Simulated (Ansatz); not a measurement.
# Effect of isotropic strain −0.50 % on Cu

Base system: Cu in the fcc (Cu type) structure (space group Fm-3m, No. 225; a = 3.518 Å; relaxed with 0.1 eV smearing).

It is then changed as follows: an isotropic linear strain of −0.50 %, atoms relaxed at fixed cell.

The values are results of LDA in Ansatz (plane waves to 420 eV, PAW, no SOC), not measurements. Γ-centred 32×32×32 mesh, Fermi–Dirac width 0.1 eV.

| quantity | base | changed | shift |
|---|---|---|---|
| volume per atom | 10.89 Å³ | 10.73 Å³ | -0.16 Å³ |
| space group | Fm-3m (No. 225) | Fm-3m (No. 225) | – |
| shortest interatomic distance | 2.488 Å | 2.475 Å | -0.0124 Å |
| energy relative to the base (free energy F) | 0 meV/atom | +1.5 meV/atom | +1.5 meV/atom |
| band gap | zero | zero | – |

Final structure:

```yaml
crystal:
  lattice:
    - [0.00000, 1.75039, 1.75039]
    - [1.75039, 0.00000, 1.75039]
    - [1.75039, 1.75039, 0.00000]
  atoms:
    - { symbol: Cu, position: [0.00000, 0.00000, 0.00000] }
```

Cost of the whole job for the changed cell (relaxation, final SCF and bands): about 15 core-seconds (a rough figure).

Stability against distortions was not tested. The final runs are not spin-polarised.

Ansatz is a quantum-chemistry and plane-wave program.
